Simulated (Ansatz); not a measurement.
# Pd under a change: tensor shear ε_yz = −0.96 %

Consider Pd in the fcc (Cu type) structure (space group Fm-3m, No. 225; a = 3.876 Å). Axes: x, y, z lie along the cube axes.

Perturbation: a pure shear with ε_yz = ε_zy = -0.0096, atoms relaxed at fixed cell.

Computed with PBEsol in Ansatz (plane waves to 420 eV, PAW, no SOC). Γ-centred 21×21×21 mesh, Fermi–Dirac width 0.05 eV.

```json
[
 {"quantity": "volume per atom", "base": "14.55 Å³", "changed": "14.55 Å³", "shift": "0.00 Å³"},
 {"quantity": "space group", "base": "Fm-3m (No. 225)", "changed": "Immm (No. 71)", "shift": "–"},
 {"quantity": "shortest interatomic distance", "base": "2.741 Å", "changed": "2.714 Å", "shift": "-0.0263 Å"},
 {"quantity": "energy relative to the base (free energy F)", "base": "0 meV/atom", "changed": "+1.3 meV/atom", "shift": "+1.3 meV/atom"},
 {"quantity": "band gap", "base": "zero", "changed": "zero", "shift": "–"},
 {"quantity": "stress (xx, yy, zz, yz, xz, xy; compression positive) (rough)", "base": "–", "changed": "(0.0, 0.1, 0.1, 1.5, 0.0, 0.0) GPa", "shift": "–"}
]
```

Final structure:

```yaml
crystal:
  lattice:
    - [0.00000, 1.91927, 1.91927]
    - [1.93787, -0.01860, 1.93787]
    - [1.93787, 1.93787, -0.01860]
  atoms:
    - { symbol: Pd, position: [0.00000, 0.00000, 0.00000] }
```

Without a gap, meshes like the base's 21×21×21 leave anisotropic stresses uncertain by several tenths of a GPa, and small strain energies with them. The cells carry an imposed strain or load. Stability against distortions was not tested. All final runs are without spin polarisation.

Ansatz is a program for electronic structure.
